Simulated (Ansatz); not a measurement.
Consider the following.

```xyz
2
Lattice="3.4842 0.0000 0.0000 0.0000 3.4842 0.0000 1.7421 -1.7421 2.3818" Properties=species:S:1:pos:R:3 pbc="T T T"
S      3.4842     1.7421     1.1909
Be     0.0000     0.0000     0.0000
```

No spin polarisation.

Level of theory: PBEsol/PAW in Ansatz (a quantum-chemistry and plane-wave program), no SOC. Γ-centred 12×12×12 mesh, Fermi–Dirac width 0.05 eV.

Q: What is the computed pressure (mean of the normal stresses, compression positive)?

A: -1.99 GPa.

Q: What valence-band top at Γ (three highest levels, from the VBM) does the calculation give?

A: 0.00, -0.17, -0.17 eV.

The levels and masses belong to the bands next to the band gap. The cells carry an imposed strain or load. Whether these cells are dynamically stable was not tested. The cell was made from BeS in the zinc blende structure (space group F-43m, No. 216) by this change: biaxial strain +1.85 %, plane normal [001], relaxed out of plane.
